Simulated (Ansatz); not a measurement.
The reference is ZrS2 in the CdI2 type structure (space group P-3m1, No. 164; a = 3.635 Å, c = 5.720 Å; layered, stacked along the Cartesian z axis).

Level of theory: Kohn–Sham DFT with the PBE-D3(BJ) functional, run in Ansatz (an electronic-structure program) with PAW and 420 eV plane waves, no spin-orbit coupling.

Base values:

Pressure: 0.00 GPa
Width of the top valence band: 2.07 eV

It is then changed as follows: every lattice vector is stretched by 0.89 %; the atoms relax in the strained cell.

### Question
What does the calculation give for the pressure after the change?

### Answer
The pressure (mean of the normal stresses, compression positive) goes from zero to -1.14 GPa.

### Question
Estimate the effect on the mean gap deformation potential ΔEg/Δln V.

### Answer
The mean gap deformation potential ΔEg/Δln V comes out as +4.4 eV.

### Question
Predict the new width of the top valence band.

### Answer
The width of the top valence band shrinks by 0.08 eV, from 2.07 eV to 1.99 eV.

### Question
What does the calculation give for the largest internal atomic displacement after the change?

### Answer
The largest internal atomic displacement amounts to 0.026 Å.

Gaps are read on the SCF mesh and a high-symmetry path. Whether these cells are dynamically stable was not tested.
